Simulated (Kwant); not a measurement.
Device: quantum point contact (saddle potential) in a GaN two-dimensional gas. Effective mass 0.22 mₑ, grid spacing 3.3 nm, hard walls, nominal width 100 nm (31 grid rows, so walls 105.6 nm apart), one parabolic valley, scattering region 300 nm long along x; energies count from the band bottom; Fermi energy swept from 8.5461e-05 to 0.01469 eV. Potential (V0 + ½k y²) cos²(πx/L) for |x| < L/2, with V0 = 0.0056 eV, k = 1.2e-05 eV/nm², L = 220 nm.

Constants are typed, rounded textbook-type inputs, not results; the design itself was drawn at random and stands for no fabricated device.

Model: effective-mass tight-binding model on a square grid, one spin, coherent transport at 0 K (Kwant). Conductance is in e²/h.

Sweep values stay those of the base run.

The length of the gated region was swept, all else fixed.

| length of the gated region (nm) | G (e²/h) at E = 10.88 meV | G (e²/h) at E = 7.282 meV | mean G (e²/h) over the sweep | G (e²/h) at E = 3.684 meV |
|---|---|---|---|---|
| 55 | 2.67 | 0.90 | 1.46 | 0.0062 |
| 110 | 2.68 | 0.92 | 1.42 | 2.8e-5 |
| 150 | 2.73 | 0.96 | 1.42 | 6.1e-7 |
| 220 | 2.80 | 0.99 | 1.41 | 7.2e-10 |
| 290 | 2.86 | 1.00 | 1.41 | < 1e-12 |

From the first row to the last the G at E = 10.88 meV goes from 2.67 to 2.86. From the first row to the last the G at E = 7.282 meV goes from 0.90 to 1.00.
